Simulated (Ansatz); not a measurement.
# Ti3InN: pressure series

Start from Ti3InN in the anti-perovskite structure (space group Pm-3m, No. 221; a cell from a computed database, its experimental status unchecked).

```
Ti3InN
1.0
    4.14973     0.00000     0.00000
    0.00000     4.14973     0.00000
    0.00000     0.00000     4.14973
Ti In N
3 1 1
Direct
  0.00000   0.50000   0.50000
  0.50000   0.00000   0.50000
  0.50000   0.50000   0.00000
  0.00000   0.00000   0.00000
  0.50000   0.50000   0.50000
```

Cell and atoms are relaxed at each pressure.

All numbers come from Ansatz (an electronic-structure program) PBEsol, no spin-orbit coupling.

```csv
pressure (GPa),volume per atom (Å³/atom)
-2,14.469
-1,14.379
0,14.292
0.3,14.267
0.7,14.234
1.5,?
3,14.049
5,13.896
10,13.550
```

Question: Fit the third-order Birch–Murnaghan form P(V) = (3B₀/2)[(V₀/V)^(7/3) − (V₀/V)^(5/3)]·[1 + (3/4)(B₀′ − 4)((V₀/V)^(2/3) − 1)] (squares taken in P) to the rows shown and predict the withheld row.

Answer: Least squares on the printed values gives V₀ = 14.293 Å³/atom, B₀ = 168 GPa, B₀′ = 4.1; this predicts 14.168 Å³/atom, and the run gives 14.168 Å³/atom, in agreement.

Load acts through the strain it causes; cell and atoms are relaxed under it. No phonon test of stability was made. No other phases were tried under pressure. All final runs are without spin polarisation.
